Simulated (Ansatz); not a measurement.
The parent structure is HfN in the rock salt structure (space group Fm-3m, No. 225; a = 4.5016 Å).

One thing is altered: cell and atoms relaxed at a pressure of 3 GPa.

Levels (all Ansatz, an electronic-structure program, PAW): PBEsol (420 eV, spin-orbit coupling left out); r2SCAN (500 eV, no SOC).

The geometry is relaxed with PBEsol.

PBEsol pressure: 3.0 GPa

### Question
How does going to r2SCAN change the pressure?

### Answer
The pressure increases by 4.8 GPa (3.0 GPa → 7.8 GPa).

Single points use the geometry relaxed with PBEsol. Their cutoffs differ, which shifts pressures a little. Load acts through the strain it causes; cell and atoms are relaxed under it. No phonon test of stability was made. The final runs are not spin-polarised. An odd electron count without spin: HfN.
